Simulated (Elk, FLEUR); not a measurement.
An Elk input for a self-consistent single point of LaPt2 (Fd-3m, 6 atoms in the cell) (DFT, LDA (PW92), all-electron FP-LAPW, Elk's shipped species files, APW+lo basis with extra local orbitals):

```
tasks
  0

xctype
  3

rgkmax
  7.5

gmaxvr
  16.0

nxlo
  2

lorbcnd
  .true.

rmtscf
  0.88

lmaxi
  3

stype
  0

swidth
  0.00734986

avec
    0.0000000000    7.4007495397    7.4007495397
    7.4007495397    0.0000000000    7.4007495397
    7.4007495397    7.4007495397    0.0000000000

sppath
  'species/'

atoms
  2   : nspecies
  'La.in'   : spfname
  2   : natoms; atposl, bfcmt below
  0.5000000000  0.5000000000  0.5000000000    0.0 0.0 0.0
  0.7500000000  0.7500000000  0.7500000000    0.0 0.0 0.0
  'Pt.in'   : spfname
  4   : natoms; atposl, bfcmt below
  0.1250000000  0.1250000000  0.1250000000    0.0 0.0 0.0
  0.6250000000  0.1250000000  0.1250000000    0.0 0.0 0.0
  0.1250000000  0.1250000000  0.6250000000    0.0 0.0 0.0
  0.1250000000  0.6250000000  0.1250000000    0.0 0.0 0.0

ngridk
  7 7 7
```

### Question
Write the same calculation as an input for FLEUR.

### Answer
This is the input that was run; spellings and numerical settings could be chosen otherwise.

Input of the input generator:

```
scf LaPt2
&input film=f /
-0.0000000000 3.9163080000 3.9163080000
3.9163080000 0.0000000000 3.9163080000
3.9163080000 3.9163080000 0.0000000000
1.8897261246
1.0 1.0 1.0

6
57 0.5000000000 0.5000000000 0.5000000000
57 0.7500000000 0.7500000000 0.7500000000
78 0.1250000000 0.1250000000 0.1250000000
78 0.6250000000 0.1250000000 0.1250000000
78 0.1250000000 0.1250000000 0.6250000000
78 0.1250000000 0.6250000000 0.1250000000

&comp jspins=1 /
&exco xctyp='pz' /
&kpt div1=7 div2=7 div3=7 /
&end /
```

```xml
<?xml version="1.0" encoding="UTF-8" standalone="no"?>
<fleurInput fleurInputVersion="0.39">
   <comment>
      scf LaPt2                                                                                           
   </comment>
   <calculationSetup>
      <cutoffs Kmax="4.1" Gmax="14.3" GmaxXC="14.3" numbands="0"/>
      <scfLoop itmax="80" minDistance="0.00001" maxIterBroyd="99" imix="Anderson" alpha="0.05" precondParam="0.0" spinf="2.0"/>
      <coreElectrons ctail="T" frcor="F" kcrel="0" coretail_lmax="0"/>
      <xcFunctional name="pz" relativisticCorrections="F"/>
      <magnetism jspins="1"/>
      <soc l_soc="F" theta="0.0" phi="0.0" spav="F"/>
      <expertModes spex="0" secvar="F"/>
      <geometryOptimization l_f="T" forcealpha="1.0" forcemix="BFGS" epsdisp="0.00001" epsforce="0.00001"/>
      <ldaU l_linMix="F" mixParam="0.05" spinf="1.0"/>
   </calculationSetup>
   <cell>
      <bzIntegration valenceElectrons="86.0" mode="gauss" fermiSmearingEnergy="0.00734986">
         <kPointListSelection listName="default-1"/>
         <!-- k-points included here -->
         <xi:include xmlns:xi="http://www.w3.org/2001/XInclude" href="kpts.xml"> </xi:include>
      </bzIntegration>
      <!-- symmetry operations included here -->
      <xi:include xmlns:xi="http://www.w3.org/2001/XInclude" href="sym.xml"> </xi:include>
      <bulkLattice scale="1.0">
         <bravaisMatrix>
            <row-1>    0.0000000000000000     7.4007495395799765     7.4007495395799765</row-1>
            <row-2>    7.4007495395799765     0.0000000000000000     7.4007495395799765</row-2>
            <row-3>    7.4007495395799765     7.4007495395799765     0.0000000000000000</row-3>
         </bravaisMatrix>
      </bulkLattice>
   </cell>
   <atomSpecies>
      <species name="Lanthanum (La)" element="La" atomicNumber="57">
         <mtSphere radius="2.68" gridPoints="925" logIncrement="0.014"/>
         <atomicCutoffs lmax="10" lnonsphr="8"/>
         <electronConfig flipSpins="F">
            <coreConfig>(1s1/2) (2s1/2) (2p1/2) (2p3/2) (3s1/2) (3p1/2) (3p3/2) (4s1/2) (3d3/2) (3d5/2) (4p1/2) (4p3/2) (4d3/2) (4d5/2)</coreConfig>
            <valenceConfig>(5s1/2) (5p1/2) (5p3/2) (6s1/2) (5d3/2) (5d5/2)</valenceConfig>
            <stateOccupation state="(5d3/2)" spinUp="0.2" spinDown="0.2"/>
            <stateOccupation state="(5d5/2)" spinUp="0.3" spinDown="0.3"/>
         </electronConfig>
         <energyParameters s="6" p="6" d="5" f="4"/>
         <lo type="SCLO" l="0" n="5" eDeriv="0"/>
         <lo type="SCLO" l="1" n="5" eDeriv="0"/>
      </species>
      <species name="Platinum (Pt)" element="Pt" atomicNumber="78">
         <mtSphere radius="2.44" gridPoints="843" logIncrement="0.016"/>
         <atomicCutoffs lmax="10" lnonsphr="8"/>
         <electronConfig flipSpins="F">
            <coreConfig>(1s1/2) (2s1/2) (2p1/2) (2p3/2) (3s1/2) (3p1/2) (3p3/2) (4s1/2) (3d3/2) (3d5/2) (4p1/2) (4p3/2) (5s1/2) (4d3/2) (4d5/2) (4f5/2) (4f7/2)</coreConfig>
            <valenceConfig>(5p1/2) (5p3/2) (6s1/2) (5d3/2) (5d5/2)</valenceConfig>
            <stateOccupation state="(6s1/2)" spinUp="0.5" spinDown="0.5"/>
            <stateOccupation state="(5d3/2)" spinUp="1.8" spinDown="1.8"/>
            <stateOccupation state="(5d5/2)" spinUp="2.7" spinDown="2.7"/>
         </electronConfig>
         <energyParameters s="6" p="6" d="5" f="5"/>
         <lo type="SCLO" l="1" n="5" eDeriv="0"/>
      </species>
   </atomSpecies>
   <atomGroups>
      <atomGroup species="Lanthanum (La)">
         <relPos label="                   1">3.000/8.000 3.000/8.000 3.000/8.000</relPos>
         <relPos label="                   2">-3.000/8.000 -3.000/8.000 -3.000/8.000</relPos>
         <force calculate="T" relaxXYZ="TTT"/>
      </atomGroup>
      <atomGroup species="Platinum (Pt)">
         <relPos label="                   3">.0000000000 .0000000000 .0000000000</relPos>
         <relPos label="                   4">1.000/2.000 .0000000000 .0000000000</relPos>
         <relPos label="                   5">.0000000000 .0000000000 1.000/2.000</relPos>
         <relPos label="                   6">.0000000000 1.000/2.000 .0000000000</relPos>
         <force calculate="T" relaxXYZ="TTT"/>
      </atomGroup>
   </atomGroups>
   <output dos="F" band="F" slice="F">
      <checks vchk="F" cdinf="F"/>
      <bandDOS minEnergy="-.5*Htr" maxEnergy="0.5*Htr" sigma="0.015" storeEVData="T"/>
      <vacuumDOS vacdos="F" integ="F" star="F" nstars="0" locx1="0.0" locy1="0.0" locx2="0.0" locy2="0.0" nstm="0" tworkf="0.0"/>
      <unfoldingBand unfoldBand="F" supercellX="1" supercellY="1" supercellZ="1"/>
      <plotting iplot="0" polar="F">
         <plot TwoD="T" vec1="  1.0  0.0  0.0" vec2="  0.0  1.0  0.0" vec3="  0.0  0.0  1.0" zero="  0.0  0.0  0.0" file="plot"/>
      </plotting>
      <chargeDensitySlicing numkpt="0" minEigenval="0.0" maxEigenval="0.0" nnne="0" pallst="F"/>
      <specialOutput eonly="F"/>
      <magneticCircularDichroism mcd="F" energyLo="-10.0" energyUp="0.0"/>
   </output>
  <!-- We include the file relax.xml here to enable relaxations (see documentation) -->
  <xi:include xmlns:xi="http://www.w3.org/2001/XInclude" href="relax.xml"> <xi:fallback/> </xi:include>
</fleurInput>
```

Basis settings and potentials, where a program has them, do not carry over. This input uses DFT, LDA (Perdew-Zunger), all-electron FLAPW (FLEUR), scalar-relativistic valence. LDA parametrisations can differ slightly between programs.

The starting cell comes from a database of computed structures (which also holds hypothetical and non-ambient phases and stackings), without a prior relaxation at this level. Its lattice was rescaled by a random factor within 2.5 % of one.
